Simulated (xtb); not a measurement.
xtb 6.7.1, GFN2-xTB: CC1(C)c2ccccc2-c2ccc(-c3c(F)c(F)c(-c4cccs4)c(F)c3F)cc21, 46 atoms. The geometry is a generated start, not checked to be a minimum at this level.

```
Property                                                                                                        Value
------------------------  -------------------------------------------------------------------------------------------
method                                                                                                       GFN2-xTB
--acc                                                                                                     1 (default)
--etemp (K)                                                                                             300 (default)
detailed input (--input)  none: ANC optimiser, Lindh (1995) Hessian, microcycle=20, maxdispl=1.0, hlow=0.01 (default)
basis functions                                                                                                   142
valence electrons                                                                                                 150
```

The structure is relaxed from this start with --opt LEVEL for the levels crude, sloppy, loose, lax, normal, tight, vtight, extreme, once each. Up to the end of the extreme run atoms move by at most 0.95 Å along an axis.

### Question
Choose the cheapest level whose final energy lies within 1 meV of that of extreme.

### Answer
normal: 28 cycles against 44, ending 0.74 meV above.

```json
[
 {"level": "crude", "cycles": "4", "energy above the extreme run (meV)": "43", "gradient norm (eV/Å)": "0.20"},
 {"level": "sloppy", "cycles": "11", "energy above the extreme run (meV)": "11", "gradient norm (eV/Å)": "0.12"},
 {"level": "loose", "cycles": "12", "energy above the extreme run (meV)": "10", "gradient norm (eV/Å)": "0.11"},
 {"level": "lax", "cycles": "21", "energy above the extreme run (meV)": "2.5", "gradient norm (eV/Å)": "0.12"},
 {"level": "normal", "cycles": "28", "energy above the extreme run (meV)": "0.74", "gradient norm (eV/Å)": "0.018"},
 {"level": "tight", "cycles": "37", "energy above the extreme run (meV)": "0.069", "gradient norm (eV/Å)": "0.0047"},
 {"level": "vtight", "cycles": "44", "energy above the extreme run (meV)": "under 0.01", "gradient norm (eV/Å)": "0.0020"},
 {"level": "extreme", "cycles": "44", "energy above the extreme run (meV)": "—", "gradient norm (eV/Å)": "0.0020"}
]
```
